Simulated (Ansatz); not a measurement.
The reference is PbSe in the rock salt structure (space group Fm-3m, No. 225).

```
CELL_PARAMETERS angstrom
      0.00000     3.05080     3.05080
      3.05080     0.00000     3.05080
      3.05080     3.05080     0.00000
ATOMIC_POSITIONS crystal
  Pb 0.00000 0.00000 0.00000
  Se 0.50000 0.50000 0.50000
```

Cartesian axes are those of the cell as printed.

All numbers come from PBEsol, PAW, 420 eV (Ansatz, a program for electronic structure; spin-orbit coupling left out).

Before the change:

Valley order: L along ⟨111⟩ 0.17 eV; a point along ⟨110⟩, about 0.6 Å⁻¹ from Γ 1.03 eV
Pressure: 0.00 GPa

One thing is altered: the cell is stretched by 0.50 % along z with no lateral relaxation; the atoms relax in the strained cell.

### Question
Estimate the effect on the valley order, pressure and energy relative to the base.

### Answer
The valley order (the lowest conduction-band minima on the path, energy above the VBM, named in the base's zone) goes from L along ⟨111⟩ 0.17 eV; a point along ⟨110⟩, about 0.6 Å⁻¹ from Γ 1.03 eV to L along [1-11] 0.18 eV; a point along [1-10], about 0.6 Å⁻¹ from Γ 1.04 eV; the pressure (mean of the normal stresses, compression positive) goes from zero to -0.26 GPa; the energy is nearly the same.

With Pb present, leaving out spin-orbit coupling can change the band edges. The levels and masses belong to the bands next to the band gap. Stability against distortions was not tested.
